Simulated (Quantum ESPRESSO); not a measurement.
## Several settings converged on a (110) slab of BePd (cut from a parent of space group no. 221; 6 atoms in the cell)

```
CELL_PARAMETERS angstrom
      2.80321     0.00000     0.00000
      0.00000     3.96433     0.00000
      0.00000     0.00000    17.96441
ATOMIC_POSITIONS crystal
  Be 0.00000 0.75000 0.38966
  Pd 0.50000 0.25000 0.38966
  Be 0.00000 0.25000 0.50000
  Pd 0.50000 0.75000 0.50000
  Be 0.00000 0.75000 0.61034
  Pd 0.50000 0.25000 0.61034
```

Base method: PBEsol, GBRV 1.5 ultrasoft (PBESOL) pseudopotentials (plane waves; Quantum ESPRESSO 7.5).

Base settings: ecutwfc = 40 Ry; ecutrho = 320 Ry; occupations = smearing; smearing = fermi-dirac; degauss = 0.0073499 Ry; mixing_mode = local-TF; potentials = {Be: be_pbesol_v1.4.uspp.F.UPF, Pd: pd_pbesol_v1.4.uspp.F.UPF}; K_POINTS = automatic 5 4 1 0 0 0; conv_thr = 1e-11 Ry; mixing_beta = 0.3.

The count of work is k-points × plane waves × bands × iterations; it is no time. Core times come from one kind of shared machine, to one figure; runs under 30 s give none.

**The vacuum**

The mesh stays at the base's, so the ladder's end is converged at best in this setting alone.

Only quantities that move along the ladder and can be compared are tabulated.

| vacuum between outermost atoms (Å) | free energy less the last step's (meV/atom) | largest difference of a force vector from the last step's (eV/Å) | count of work / last | core time / last (rough) |
|---|---|---|---|---|
| 3.0 | -92.47 | 0.396 | 0.13 | – |
| 5.0 | -7.26 | 0.045 | 0.19 | – |
| 7.0 | -0.93 | 0.002 | 0.26 | 0.2 |
| 10.0 | -0.04 | 0.001 | 0.31 | 0.3 |
| 14.0 | 0.01 | 0.001 | 0.44 | 0.4 |
| 30.0 | 0.00 | 0.000 | 1.0 | 1 |

Smallest vacuum between outermost atoms (Å) that holds the free energy within 2 meV/atom of the last step, with all finer ones: 7.0, at 0.26 of the last step's count of work and about 0.2 of the last step's time; the step before is off by 7.3 meV/atom.

Smallest vacuum between outermost atoms (Å) that holds the forces within 0.005 eV/Å of the last step, with all finer ones: 7.0, at 0.26 of the last step's count of work and about 0.2 of the last step's time; the step before is off by 0.045 eV/Å.

**The k-point mesh**

Only quantities that move along the ladder and can be compared are tabulated.

| K_POINTS | free energy less the last step's (meV/atom) | largest difference of a force vector from the last step's (eV/Å) | count of work / last | core time / last (rough) |
|---|---|---|---|---|
| automatic 2 2 1 0 0 0 | 369.39 | 0.435 | 0.025 | 0.1 |
| automatic 4 3 1 0 0 0 | 45.26 | 0.037 | 0.034 | 0.09 |
| automatic 5 4 1 0 0 0 | -19.63 | 0.017 | 0.051 | 0.1 |
| automatic 6 5 1 0 0 0 | 6.21 | 0.004 | 0.068 | 0.1 |
| automatic 9 6 1 0 0 0 | -1.17 | 0.020 | 0.11 | 0.2 |
| automatic 12 8 1 0 0 0 | -0.04 | 0.004 | 0.20 | 0.2 |
| automatic 30 21 1 0 0 0 | 0.00 | 0.000 | 1.0 | 1 |

Coarsest K_POINTS that holds the free energy within 5 meV/atom of the last step, with all finer ones: automatic 9 6 1 0 0 0, at 0.11 of the last step's count of work and about 0.2 of the last step's time; the step before is off by 6.2 meV/atom.

Coarsest K_POINTS that holds the forces within 0.01 eV/Å of the last step, with all finer ones: automatic 12 8 1 0 0 0, at 0.20 of the last step's count of work and about 0.2 of the last step's time; the step before is off by 0.020 eV/Å.

**The plane-wave cutoff**

Moved along: ecutrho.

The mesh stays at the base's, so the ladder's end is converged at best in this setting alone.

Only quantities that move along the ladder and can be compared are tabulated.

| ecutwfc | free energy less the last step's (meV/atom) | largest difference of a force vector from the last step's (eV/Å) | count of work / last | core time / last (rough) |
|---|---|---|---|---|
| 20 Ry | 8805.98 | 0.105 | 0.14 | – |
| 24 Ry | 2366.45 | 0.038 | 0.16 | 0.1 |
| 28 Ry | 540.43 | 0.039 | 0.20 | 0.1 |
| 40 Ry | 9.59 | 0.000 | 0.32 | 0.2 |
| 48 Ry | 4.93 | 0.000 | 0.47 | 0.4 |
| 80 Ry | 0.00 | 0.000 | 1.0 | 1 |

Coarsest ecutwfc that holds the forces within 0.005 eV/Å of the last step, with all finer ones: 40 Ry, at 0.32 of the last step's count of work and about 0.2 of the last step's time; the step before is off by 0.039 eV/Å.

Coarsest ecutwfc that holds the free energy within 2 meV/atom: not settled: the last two steps still differ by 4.9 meV/atom, over half the tolerance, so the ladder does not show it.

On the base run: the starting cell comes from a database of computed structures (which also holds hypothetical and non-ambient phases and stackings), without a prior relaxation at this level. The slab is cut from that crystal, and its faces are unrelaxed. Its lattice was rescaled by up to half a per cent. Spin polarisation is off. Without a gap this mesh is coarse (it stands for a supercell whose shortest in-plane vector is 14 Å).
